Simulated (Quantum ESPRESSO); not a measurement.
# Quick settings and what they miss: YSiNi4 (Cmmm, 6 atoms in the cell)

Self-consistent single point.

```
YSiNi4
1.0
    2.51328    -4.05994     0.00000
    2.51328     4.05994     0.00000
    0.00000     0.00000     3.90956
Y Si Ni
1 1 4
Direct
  0.00000   0.00000   0.00000
  0.50000   0.50000   0.50000
  0.34125   0.65875   0.00000
  0.65875   0.34125   0.00000
  0.50000   0.00000   0.50000
  0.00000   0.50000   0.50000
```

Computed with PBEsol, PSlibrary PAW (PBE) pseudopotentials (plane waves; Quantum ESPRESSO).

Base settings: ecutwfc = 50 Ry; ecutrho = 350 Ry; occupations = smearing; smearing = gauss; degauss = 0.0147 Ry; input_dft = pbesol; K_POINTS = automatic 5 5 6 0 0 0; conv_thr = 1e-10 Ry.

Tight run (finer mesh or higher cutoff; not a proven limit): ecutwfc: 50 Ry → 70 Ry; ecutrho: 350 Ry → 490 Ry; conv_thr: 1e-10 Ry → 7.3e-11 Ry; K_POINTS: automatic 5 5 6 0 0 0 → automatic 7 7 9 0 0 0. It gave Fermi level (on the code's own zero) 13.25 eV; pressure -1.76 GPa; largest force (vector length) 0.022 eV/Å.

Quick runs, as changes from the base:
- A: ecutwfc: 50 Ry → 40 Ry; ecutrho: 350 Ry → 280 Ry; degauss: 0.0147 Ry → 0.036749 Ry; input_dft: pbesol → default; pseudopotentials: {Y: Y.pbe-spn-kjpaw_psl.1.0.0.UPF, Si: Si.pbe-n-kjpaw_psl.1.0.0.UPF, Ni: Ni.pbe-n-kjpaw_psl.1.0.0.UPF} → {Y: Y.pz-spn-kjpaw_psl.1.0.0.UPF, Si: Si.pz-n-kjpaw_psl.1.0.0.UPF, Ni: Ni.pz-n-kjpaw_psl.1.0.0.UPF}; K_POINTS: automatic 5 5 6 0 0 0 → automatic 2 2 2 0 0 0 [LDA (PZ)]
- B: ecutwfc: 50 Ry → 30 Ry; ecutrho: 350 Ry → 210 Ry; K_POINTS: automatic 5 5 6 0 0 0 → automatic 6 6 6 0 0 0
- C: ecutwfc: 50 Ry → 40 Ry; ecutrho: 350 Ry → 280 Ry; K_POINTS: automatic 5 5 6 0 0 0 → automatic 6 6 6 1 1 1
- D: ecutwfc: 50 Ry → 35 Ry; ecutrho: 350 Ry → 245 Ry; degauss: 0.0147 Ry → 0.019992 Ry; K_POINTS: automatic 5 5 6 0 0 0 → automatic 4 4 4 0 0 0

Energies are extrapolated to zero smearing width, which holds to low order in the width alone (under cold and Methfessel-Paxton smearing the free energy itself is taken).

Dashes: energy of A, another energy zero; time of A, under 30 s.

† marks runs with another functional, U, potentials or spin treatment: their distance from the tight run is not a convergence error alone.

The count of work is k-points × plane waves × bands × iterations; it is no time. Core times come from one kind of shared machine and are given to one figure; runs under 30 s give none.

The starting cell comes from a database of computed structures (which also holds hypothetical and non-ambient phases and stackings), without a prior relaxation at this level. Its lattice was rescaled by a random factor within 2.5 % of one. Spin polarisation is off.

| run | energy less tight (meV/atom) | pressure less tight (GPa) | largest miss in a force vector (eV/Å) | count of work / tight | core time / tight (rough) |
|---|---|---|---|---|---|
| A† | – | -5.62 | 0.219 | 0.030 | – |
| B | 102.6 | -8.25 | 0.018 | 0.17 | 0.2 |
| C | 45.7 | -0.75 | 0.007 | 0.19 | 0.3 |
| D | 54.8 | 0.09 | 0.029 | 0.093 | 0.2 |

Among the runs at the tight run's level, the energy misses run from 45.7 to 102.6 meV/atom.

Left out of this page: 1 run of the series outside the window shown, repeating another row's setting, or not comparable.
